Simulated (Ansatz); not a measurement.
Rh under a change: isotropic strain −3.00 %

Take Rh in the fcc (Cu type) structure (space group Fm-3m, No. 225; a = 3.782 Å; relaxed with 0.1 eV smearing) as the base.

It is then changed as follows: the cell is scaled by 0.9700 in all directions, atoms relaxed at fixed cell.

Computed with PBEsol (Ansatz, a first-principles code), scalar-relativistic without spin-orbit coupling. Γ-centred 30×30×30 mesh, Fermi–Dirac width 0.1 eV.

```csv
quantity,base,changed,shift
volume per atom,13.52 Å³,12.34 Å³,-1.18 Å³
energy relative to the base (free energy F),0 meV/atom,+114 meV/atom,+114 meV/atom
pressure,0.0 GPa,33.8 GPa,+33.8 GPa
band gap,zero,zero,–
```

Final structure:

```
CELL_PARAMETERS angstrom
      0.00000     1.83407     1.83407
      1.83407     0.00000     1.83407
      1.83407     1.83407     0.00000
ATOMIC_POSITIONS crystal
  Rh 0.00000 0.00000 0.00000
```

Cost of the whole job for the changed cell (relaxation, final SCF and bands): about 18 core-seconds (a rough figure).

No phonon test of stability was made. All final runs are without spin polarisation.
